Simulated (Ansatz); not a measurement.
```
CELL_PARAMETERS angstrom
      4.26761     0.00000     0.00000
     -2.13380     3.69586     0.00000
      0.00000     0.00000     3.76529
ATOMIC_POSITIONS crystal
  La 0.00000 0.00000 0.00000
  Cu 0.33333 0.66667 0.50000
  Cu 0.66667 0.33333 0.50000
```

LaCu$_{2}$ (P6/mmm), PBEsol, DFPT electron-phonon coupling, linearised Boltzmann equation (plane waves, PAW, scalar-relativistic; Ansatz, an electronic-structure program): the phonon-limited resistivity at 300 K is 15.9 μΩ·cm (x, the basal plane), 15.9 μΩ·cm (y, the basal plane), 26.1 μΩ·cm (z, c). Third figures are kept for the arithmetic.

### Question
How anisotropic is it, and between which bounds lies a dense polycrystal with random grains and no boundary scattering?

### Answer
Largest over smallest: 1.64. Upper bound, grains in series: (15.9 + 15.9 + 26.1)/3 = 19.3 μΩ·cm. Lower bound, grains side by side: 3/Σ(1/ρ) = 18.3 μΩ·cm. The best single-crystal direction lies 13 % under the lower bound.

A metal at this level (no band gap). Only scattering by harmonic phonons is included (no impurities, grain boundaries, electron-electron scattering or thermal expansion). Spin-orbit coupling is left out. Halving the electron mesh (24x24x24) moves the resistivity by up to 6 % at 300 K, the mean free path by up to 2 %. Smearing 0.20 eV; phonons on a 4x4x4 q mesh, which this run doesn't test.

Formula and space group known from diffraction (Crystallography Open Database), not checked to be the room-temperature form: LaCu2 (P6/mmm).
